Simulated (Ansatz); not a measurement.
We consider A-type hexagonal Ce2O3, described by PBEsol (Ansatz, a quantum-chemistry and plane-wave program, plane waves, PAW).

Run with plane-wave cutoff 520 eV, 12×12×6 k mesh (along the axes of the cell as run), Fermi–Dirac smearing 0.01 eV, spin-polarised start, scalar-relativistic PAW data made under PBE.

Cell (relaxed at this level):

```cif
data_Ce2O3
_chemical_formula_sum 'Ce2 O3'
_space_group_name_H-M_alt 'P 1'
_space_group_IT_number 1
_cell_length_a 3.78806
_cell_length_b 3.78806
_cell_length_c 5.94492
_cell_angle_alpha 90.000
_cell_angle_beta 90.000
_cell_angle_gamma 120.000
loop_
_space_group_symop_operation_xyz
  'x, y, z'
loop_
_atom_site_label
_atom_site_type_symbol
_atom_site_fract_x
_atom_site_fract_y
_atom_site_fract_z
_atom_site_occupancy
Ce1 Ce 0.33333 0.66667 0.24422 1
Ce2 Ce 0.66667 0.33333 0.75578 1
O1 O 0.00000 0.00000 0.00000 1
O2 O 0.33333 0.66667 0.64185 1
O3 O 0.66667 0.33333 0.35815 1
```

### Question
Estimate the bulk modulus and pressure derivative B′ of the bulk modulus that the calculation returns.

### Answer

- bulk modulus = 130 GPa
- pressure derivative B′ of the bulk modulus = 4.0

Note: the magnetic order was assumed, not searched for or taken from measurement; the gap of the solid is closed in this run; the relaxation could not lower the start's symmetry, so the cell can be a saddle point above a distorted one; the 4f shell is treated without U or exact exchange, so its levels and filling can be wrong; this level leaves the solid without a gap, although one is measured; the bulk modulus comes from volumes at which shape and atoms were relaxed.

Spin–orbit coupling is not included; it can open a gap where bands touch, and shift volumes and moduli.

Static lattice: no zero-point or thermal effects.

Computing time: around 40 core-minutes (rough).
